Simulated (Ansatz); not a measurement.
The starting structures come from a database of crystals and need not be the phases stable at ambient conditions.

 Where the default PAW files enter, the runs use the earlier of Ansatz's two default sets.

Given:

```
ZrO2
1.0
    5.09813     0.00000     0.00000
    0.00000     5.27144     0.00000
    0.00000     0.00000    10.09309
Zr O
8 16
Cartesian
  1.25898   5.09168   3.88029
  3.83915   0.17976   6.21280
  1.29008   2.45596   6.21280
  3.80805   2.81548   3.88029
  3.80805   0.17976   1.16626
  1.29008   5.09168   8.92683
  3.83915   2.81548   8.92683
  1.25898   2.45596   1.16626
  1.89747   3.29618   2.92619
  3.20066   1.97526   7.16690
  0.65159   0.66046   7.16690
  4.44654   4.61098   2.92619
  4.44654   1.97526   2.12036
  0.65159   3.29618   7.97273
  3.20066   4.61098   7.97273
  1.89747   0.66046   2.12036
  0.01295   1.37706   4.82036
  5.08518   3.89438   5.27273
  2.53612   4.01278   5.27273
  2.56201   1.25866   4.82036
  2.56201   3.89438   0.22619
  2.53612   1.37706   9.86690
  5.08518   1.25866   9.86690
  0.01295   4.01278   0.22619
```

Space group of this cell: Pbca. The cell is taken as given.

The current runs along the normal of the first two printed vectors. All runs by Ansatz (a program for electronic structure), plane waves and PAW, without spin-orbit coupling; the base is r2SCAN.

```tsv
run	mean pressure (GPa)	gap (eV)	mid-gap κ (1/Å)
base	-0.2	4.30	0.402
all lengths scaled by 0.98	17.1	?	?
all lengths scaled by 1.02	-13.4	4.05	0.395
lda in place of r2scan	-8.9	?	?
lengths across the current scaled by 0.98, ions clamped	10.7	4.41	0.402
lengths across the current scaled by 1.02, ions clamped	-9.2	4.17	0.400
lengths along the current scaled by 0.97, ions clamped	8.3	4.42	0.411
lengths along the current scaled by 1.03, ions clamped	-7.4	?	?
pbesol in place of r2scan	-3.5	3.72	0.371
```

Problem. Complete the blanks.

Solution. 
- all lengths scaled by 0.98, gap (eV): 4.51
- all lengths scaled by 0.98, mid-gap κ (1/Å): 0.409
- lda in place of r2scan, gap (eV): 3.67
- lda in place of r2scan, mid-gap κ (1/Å): 0.370
- lengths along the current scaled by 1.03, ions clamped, gap (eV): 4.11
- lengths along the current scaled by 1.03, ions clamped, mid-gap κ (1/Å): 0.392
